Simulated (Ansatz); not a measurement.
**zinc-blende BAs: the defect B interstitial**

The numbers are results of PBE, PAW (plane waves to 420 eV; Ansatz, a first-principles code), not measurements. A 2×2×2 supercell of 64 sites was used; the energies come from a 2×2×2 shifted sampling of its zone. Site at the start: void with 4As nearest. Charged cells carry a point-charge image correction with potential alignment at far atoms. Dielectric constants: PBE linear response of the host. Host gap at this level: 1.20 eV. These values are not converged in cell size to better than tenths of an eV. Levels are measured in PBE's own, too narrow, gap. Spin–orbit coupling is left out. Each state is the lowest found from its start.

The name describes the start; the neighbours show where the added atom ended.

| charge | moment (μB) | largest move off a lattice site (Å) | neighbours of the added atom at the end (Å) | image correction with alignment (eV) | above the lowest spin state (eV) |
|---|---|---|---|---|---|
| +3* | not spin-polarised | 0.39 | B 1.64, B 1.66, As 2.00 | – | 0.00 |
| +2* | 1.0 | 0.51 | B 1.65, B 1.65, As 1.94, As 2.68, As 2.68, As 2.68, As 2.68 | – | 0.00 |
| +1 | 0.0 | 0.68 | B 1.66, B 1.66, As 1.88, As 2.77, As 2.78, As 2.78, As 2.78 | 0.27 | 0.00 |
| +1 | not spin-polarised | 0.68 | B 1.66, B 1.66, As 1.88, As 2.77, As 2.77, As 2.78, As 2.78 | 0.27 | 0.00 |
| 0 | 1.0 | 0.79 | B 1.64, B 1.66, As 1.89, As 2.79, As 2.79, As 2.83, As 2.83 | 0.00 | 0.00 |

* At this level the carrier isn't localised at the defect: at charge +3 holes occupy the valence band; at charge +2 holes occupy the valence band. Such a state is shallow or no state of the defect, and this cell gives it no level.

Starting moments that weren't kept: charge +1 began with 2 μB and ended with 0.0.

No other site or start that was run ended lower by more than 0.1 eV.

Transition levels above the valence-band maximum: ε(+1/0) = 0.18 eV. On the lower envelope of the bound states, inside the gap: (+1/0) at 0.18 eV.

Flagged in the runs: a strain field that reaches the edge of the cell.
